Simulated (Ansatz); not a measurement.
Base system: ZrO₂ (space group P4_2/nmc, No. 137; a = 3.5844 Å, c = 5.1771 Å).

Levels (all Ansatz, a program for electronic structure, PAW): PBEsol (420 eV, no spin-orbit coupling); r2SCAN (500 eV, no spin-orbit coupling); HSE06 (420 eV, no spin-orbit coupling).

One geometry, relaxed with PBEsol, under each level:

```csv
level,band gap,lowest conduction level above the VBM at special points,pressure
PBEsol,4.00 eV,Γ 4.00 eV; X 4.42 eV; R 4.54 eV; Z 4.58 eV,0.0 kbar
r2SCAN,4.61 eV,Γ 4.61 eV; X 5.00 eV; R 5.12 eV; Z 5.18 eV,35.9 kbar
HSE06,5.73 eV,Γ 5.73 eV; X 6.15 eV; R 6.29 eV,–
```

Single points use the geometry relaxed with PBEsol. Their cutoffs differ, which shifts pressures a little. HSE06 gaps are upper bounds (no full band path). Stability against distortions was not tested. This is not the structure that ZrO2 has at room temperature and ambient pressure.
